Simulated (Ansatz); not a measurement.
Results of PBEsol (Ansatz, an electronic-structure program, plane waves, PAW) for C (model structure, Pn-3m, No. 224, 10 atoms in the cell).

Run with plane-wave cutoff 520 eV, 8×8×8 k mesh, Fermi–Dirac smearing 0.01 eV, scalar-relativistic PAW data made under PBE.

Computed at the level's own relaxed cell.

```yaml
crystal:
  lattice:
    - [4.81403, 0.00000, 0.00000]
    - [0.00000, 4.81403, 0.00000]
    - [0.00000, 0.00000, 4.81403]
  atoms:
    - { symbol: C, position: [0.00000, 0.00000, 0.00000] }
    - { symbol: C, position: [0.50000, 0.50000, 0.50000] }
    - { symbol: C, position: [0.17754, 0.17754, 0.17754] }
    - { symbol: C, position: [0.32246, 0.32246, 0.32246] }
    - { symbol: C, position: [0.17754, 0.82246, 0.82246] }
    - { symbol: C, position: [0.32246, 0.67754, 0.67754] }
    - { symbol: C, position: [0.82246, 0.17754, 0.82246] }
    - { symbol: C, position: [0.67754, 0.32246, 0.67754] }
    - { symbol: C, position: [0.82246, 0.82246, 0.17754] }
    - { symbol: C, position: [0.67754, 0.67754, 0.32246] }
```

### Question
List the 27 lowest band energies at Γ above −25 eV (eV, relative to the valence band maximum), grouping those that round alike.

### Answer
At Γ: -16.61, -15.54, -12.72 (×3), -10.76, -8.48 (×3), -6.69 (×3), -3.30 (×2), -0.62 (×3), -0.54 (×3), 4.15 (×3), 4.25 (×2), 5.71, 8.29.

Note: the relaxation could raise the start's symmetry but not lower it, so the cell can be a saddle point.

A model structure was made by putting elements into a prototype or built by hand; it is no filed structure, need not be a known phase, and can be a saddle point held by its symmetry.
